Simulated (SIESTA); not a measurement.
Input and output of a self-consistent single point for Zr2Al3Zn (R-3m, 6 atoms in the cell) (SIESTA)

Computed with LDA PW92, numerical atomic orbitals DZP, PseudoDojo LDA standard norm-conserving potentials (rewritten from UPF to PSML) run with SIESTA.

Input as run:

```
# files in the folder: Zr.psml Al.psml Zn.psml (PseudoDojo LDA standard)
SystemName  Zr2Al3Zn
SystemLabel siesta

NumberOfAtoms                6
NumberOfSpecies              3
%block ChemicalSpeciesLabel
  1 40 Zr
  2 13 Al
  3 30 Zn
%endblock ChemicalSpeciesLabel
LatticeConstant              1.0 Bohr
%block LatticeVectors
     4.988799490    2.880284654    7.986398342
    -4.988799490    2.880284654    7.986398342
     0.000000000   -5.760569309    7.986398342
%endblock LatticeVectors
AtomicCoordinatesFormat      Ang
%block AtomicCoordinatesAndAtomicSpecies
    -0.000000000    0.000000000    7.917987993  1
    -0.000000000   -0.000000000    4.760672007  1
    -1.319979500    0.762090500    2.113110000  2
     0.000000000   -1.524181000    2.113110000  2
     1.319979500    0.762090500    2.113110000  2
     0.000000000    0.000000000    0.000000000  3
%endblock AtomicCoordinatesAndAtomicSpecies

XC.functional                LDA
XC.authors                   PW92
PAO.BasisSize                DZP
PAO.EnergyShift              0.01 Ry
MeshCutoff                   350 Ry
%block kgrid.MonkhorstPack
    4   0   0  0.0
    0   4   0  0.0
    0   0   4  0.0
%endblock kgrid.MonkhorstPack
OccupationFunction           MP
OccupationMPOrder            0
ElectronicTemperature        0.1 eV

MaxSCFIterations             150
SCF.Mixer.Method             Broyden
SCF.Mixer.Weight             0.1
SCF.Mixer.History            8
SCF.DM.Tolerance             1.0E-05
Diag.ParallelOverK           true
WriteForces                  true
Charge.Mulliken              end
```

The program printed (abridged):

```
reinit: Reading from file input.fdf

reinit: System Name: Zr2Al3Zn
reinit: System Label: siesta

coor:   Atomic-coordinates input format  =     Cartesian coordinates
coor:                                          (in Angstroms)

siesta: Atomic coordinates (Bohr) and species
siesta:     -0.00000   0.00000  14.96283  1        1
siesta:     -0.00000  -0.00000   8.99637  1        2
siesta:     -2.49440   1.44014   3.99320  2        3
siesta:      0.00000  -2.88028   3.99320  2        4
siesta:      2.49440   1.44014   3.99320  2        5
siesta:      0.00000   0.00000   0.00000  3        6

siesta: System type = bulk

initatomlists: Number of atoms, orbitals, and projectors:      6    96   108

siesta: ******************** Simulation parameters ****************************
redata: Spin configuration                          = none
redata: Time-Reversal Symmetry                      = T
redata: Number of Atomic Species                    =        3
redata: Mesh Cutoff                                 =   350.0000 Ry
redata: Net charge of the system                    =     0.0000 |e|
redata: Min. number of SCF Iter                     =        0
redata: Max. number of SCF Iter                     =      150
redata: SCF convergence failure will abort job
redata: SCF mix quantity                            = Hamiltonian
redata: Mix DM or H after convergence               =   F
redata: Recompute H after scf cycle                 =   F
redata: Mix DM in first SCF step                    =   T
redata: No kicks to SCF
redata: DM Mixing Weight for Kicks                  =     0.5000
redata: Require Harris convergence for SCF          =   F
redata: Harris energy tolerance for SCF             =     0.000100 eV
redata: Require DM convergence for SCF              =   T
redata: DM tolerance for SCF                        =     0.000010
redata: Require EDM convergence for SCF             =   F
   [... lines left out ...]
diag: Used triangular part                          = Lower
diag: Absolute tolerance                            =  0.100E-15
diag: Orthogonalization factor                      =  0.100E-05
diag: Memory factor                                 =  1.0000

superc: Internal auxiliary supercell:     5 x     5 x     5  =     125
superc: Number of atoms, orbitals, and projectors:    750  12000  13500

                        Single-point calculation

superc: Internal auxiliary supercell:     5 x     5 x     5  =     125
superc: Number of atoms, orbitals, and projectors:    750  12000  13500

outcell: Unit cell vectors (Ang):
        2.639959    1.524181    4.226220
       -2.639959    1.524181    4.226220
        0.000000   -3.048362    4.226220

outcell: Cell vector modules (Ang)   :    5.210897    5.210897    5.210897
outcell: Cell angles (23,13,12) (deg):     60.8783     60.8783     60.8783
outcell: Cell volume (Ang**3)        :    102.0322
new_DM -- step:     1
Initializing Density Matrix...

Attempting to read DM from file... Failed...
DM filled with atomic data:

InitMesh: MESH = 50 x 50 x 50 = 125000
InitMesh: Mesh cutoff (required, used) =   350.000   373.449 Ry

stepf: Methfessel-Paxton step function
       Using Hermite-Gauss polynomials of order  0
        iscf     Eharris(eV)        E_KS(eV)     FreeEng(eV)     dDmax    Ef(eV) dHmax(eV)
   scf:    1    -7374.190556    -8226.731021    -8226.760978  1.589245 -2.771522146.004441
   scf:    2    -8653.282802    -8632.523519    -8632.539788  1.073294 -4.162940  7.256488
   scf:    3    -8636.173811    -8634.497925    -8634.522006  0.044682 -4.370552  5.081339
   scf:    4    -8636.365092    -8636.054046    -8636.086147  0.093733 -4.835086  1.078948
   scf:    5    -8636.113293    -8636.113258    -8636.142309  0.042775 -4.800106  0.818605
   scf:    6    -8636.073743    -8636.127162    -8636.156797  0.037380 -4.934619  0.450362
   [... 6 lines left out ...]
   scf:   13    -8636.148367    -8636.148367    -8636.177643  0.000019 -4.889150  0.001310
   scf:   14    -8636.148367    -8636.148367    -8636.177643  0.000018 -4.889185  0.001025
   scf:   15    -8636.148367    -8636.148367    -8636.177643  0.000015 -4.889216  0.000785
   scf:   16    -8636.148366    -8636.148367    -8636.177643  0.000011 -4.889246  0.000574
   scf:   17    -8636.148366    -8636.148366    -8636.177643  0.000008 -4.889266  0.000433
SCF Convergence by DM+H criterion
max |DM_out - DM_in|         :     0.0000083828
max |H_out - H_in|      (eV) :     0.0004334522
SCF cycle converged after 17 iterations

Using DM_out to compute the final energy and forces

siesta: E_KS(eV) =            -8636.1484

siesta: E_KS - E_eggbox =     -8636.1484

siesta: Atomic forces (eV/Ang):
     1    0.000000   -0.000000   -0.156906
     2   -0.000000   -0.000000    0.156906
     3   -0.000000    0.000000    0.000000
     4   -0.000000   -0.000000    0.000000
     5    0.000000    0.000000    0.000000
     6   -0.000000   -0.000000   -0.000000
   Tot   -0.000000   -0.000000    0.000000
   Max    0.156906
   Res    0.052302    sqrt( Sum f_i^2 / 3N )
   Max    0.156906    constrained

Stress tensor Voigt[x,y,z,yz,xz,xy] (kbar):       42.22       42.22       46.20        0.00        0.00       -0.00
(Free)E + p*V (eV/cell)    -8638.9509
Target enthalpy (eV/cell)    -8636.1776

siesta: Program's energy decomposition (eV):
siesta: Ebs     =     -1646.744951
siesta: Eions   =     11345.447483
siesta: Ena     =      1485.047610
siesta: Ekin    =      3356.986857
siesta: Enl     =      -984.170758
siesta: Eso     =         0.000000
siesta: Edftu   =         0.000000
siesta: DEna    =        84.442071
siesta: DUscf   =         5.296751
siesta: DUext   =         0.000000
siesta: Ex      =     -1125.193198
siesta: Ec      =      -113.110217
siesta: Exc     =     -1238.303415
siesta: Eharris =     -8636.148366
siesta: Etot    =     -8636.148366
siesta: FreeEng =     -8636.177643

siesta: Atomic forces (eV/Ang):
siesta:      1    0.000000   -0.000000   -0.156906
siesta:      2   -0.000000   -0.000000    0.156906
siesta:      3   -0.000000    0.000000    0.000000
siesta:      4   -0.000000   -0.000000    0.000000
siesta:      5    0.000000    0.000000    0.000000
siesta:      6   -0.000000   -0.000000   -0.000000
siesta: ----------------------------------------
siesta:    Tot   -0.000000   -0.000000    0.000000

siesta: Stress tensor (static) (eV/Ang**3):
siesta:     0.026352   -0.000000    0.000000
siesta:    -0.000000    0.026352    0.000000
siesta:     0.000000    0.000000    0.028837

   [... lines left out ...]
siesta: Cell volume =        102.032159 Ang**3
siesta:         -43.54746460        -40.95442561  kBar
   [... lines left out ...]
              0.227   0.499   0.558   0.571   0.558   0.499   0.018  -0.025

              0.016  -0.025   0.018

Species: Al
Atom  Qatom  Qorb
               3s      3s      3py     3pz     3px     3py     3pz     3px
               3Pdxy   3Pdyz   3Pdz2   3Pdxz   3Pdx2-y2
   3  3.311   0.794   0.209   0.090   0.447  -0.029   0.403   0.266   0.427
              0.135   0.114   0.152   0.130   0.172
   4  3.311   0.794   0.209  -0.089   0.447   0.149   0.439   0.266   0.391
              0.191   0.138   0.152   0.106   0.117
   5  3.311   0.794   0.209   0.090   0.447  -0.029   0.403   0.266   0.427
              0.135   0.114   0.152   0.130   0.172

Species: Zn
Atom  Qatom  Qorb
               3s      4s      4s      3py     3pz     3px     4py     4pz
               4px     3dxy    3dyz    3dz2    3dxz    3dx2-y2 3dxy    3dyz
               3dz2    3dxz    3dx2-y2
   6 19.615   1.945   0.664  -0.205   2.008   2.013   2.008   0.473   0.507
              0.473   1.838   1.848   1.849   1.848   1.838   0.110   0.098

              0.090   0.098   0.110

mulliken: Qtot =       53.000

Mulliken Atomic Populations:
Atom #   charge [q] valence [e]  Species
     1     0.273143   11.726857  Zr
     2     0.273143   11.726857  Zr
     3    -0.310577    3.310577  Al
     4    -0.310577    3.310577  Al
     5    -0.310577    3.310577  Al
     6     0.385444   19.614556  Zn
 Total     0.000000
```

The run converged in 17 iterations.

The starting cell comes from a database of computed structures (which also holds hypothetical and non-ambient phases and stackings), without a prior relaxation at this level. Its lattice was rescaled by up to half a per cent. Values carry the incompleteness of an atom-centred basis. With a pressure of about -4 GPa the cell is away from its equilibrium volume at this level.

Cost on one core of a shared machine: roughly 2 min.
